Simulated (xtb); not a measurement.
xtb 6.7.1, GFN2-xTB: C[CH]OB(OCC)OCC, charge 0, multiplicity 2, 24 atoms. The geometry is a generated start, not checked to be a minimum at this level.

```yaml
run_flags: --grad
method: GFN2-xTB
"--acc": 1 (default)
"--etemp (K)": 300 (default)
basis_functions: 54
valence_electrons: 59
```

```xyz
24

C     -2.1511    -2.8850    -0.9773
C     -1.7269    -1.7495    -0.1277
O     -0.5194    -1.1832    -0.3841
B     -0.1161     0.0239     0.1244
O      1.1270     0.5076    -0.1594
C      2.1006    -0.2304    -0.8723
C      3.1841    -0.7425     0.0713
O     -0.9719     0.7378     0.9085
C     -0.6431     2.0146     1.4197
C     -1.1298     3.1190     0.4875
H     -1.2768    -3.3834    -1.3890
H     -2.7799    -2.5579    -1.8152
H     -2.7348    -3.5948    -0.3932
H     -2.4223    -1.1945     0.4771
H      1.6281    -1.0680    -1.3946
H      2.5350     0.4540    -1.6099
H      2.7435    -1.3944     0.8216
H      3.6660     0.0911     0.5754
H      3.9293    -1.2982    -0.4905
H     -1.1401     2.0906     2.3929
H      0.4403     2.0908     1.5572
H     -0.6446     3.0197    -0.4796
H     -2.2044     3.0420     0.3475
H     -0.8927     4.0907     0.9096
```

Charge 0 and multiplicity 2 are set for this test and not shown to be the ground state. GFN-xTB has no spin term: --uhf 1 sets the occupations alone.

One run each on 1 thread. Values of broydamp tried: 0.02, 0.05, 0.1, 0.2, 0.4 (default), 0.6, 0.8, 1.

### Question
How does the count of SCC iterations change with broydamp, and where is it least?

### Answer
Fewest SCC iterations, within one of each other: 0.4 (default) with 11, 0.6 with 11, 0.8 with 11. The count rises to 21 at 0.02. All converge to one solution.

| broydamp | SCC iterations | end |
|---|---|---|
| 0.02 | 21 | same solution |
| 0.05 | 19 | same solution |
| 0.1 | 16 | same solution |
| 0.2 | 13 | same solution |
| 0.4 (default) | 11 | same solution |
| 0.6 | 11 | same solution |
| 0.8 | 11 | same solution |
| 1 | 13 | same solution |
